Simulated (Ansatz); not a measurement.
Results of PBEsol (plane waves, PAW; Ansatz, a quantum-chemistry and plane-wave program) for Cs2PdCl4 (P4/mmm, No. 123, 7 atoms in the cell; start mp-1078085).

Numerical settings: plane-wave cutoff 500 eV, 6×6×8 k mesh (along the axes of the cell as run), Fermi–Dirac smearing 0.05 eV, scalar-relativistic PAW data made under PBE.

Cell (relaxed at this level):

Space group P4/mmm (No. 123); a = b = 7.401 Å, c = 4.604 Å, α = β = γ = 90.00°

```csv
atom,site,symmetry,x,y,z
Cs,2e,mmm.,0.0000,0.5000,0.5000
Pd,1a,4/mmm,0.0000,0.0000,0.0000
Cl,4j,m.2m,0.2194,0.2194,0.0000
```

Q: Give the computed band gap.

A: 
band gap: 1.77 eV (on the SCF k mesh)

Note: the relaxation could not lower the start's symmetry, so the cell can be a saddle point above a distorted one.

Spin–orbit coupling is not included.

A start named mp-… is a Materials Project structure, which need not be a measured phase.
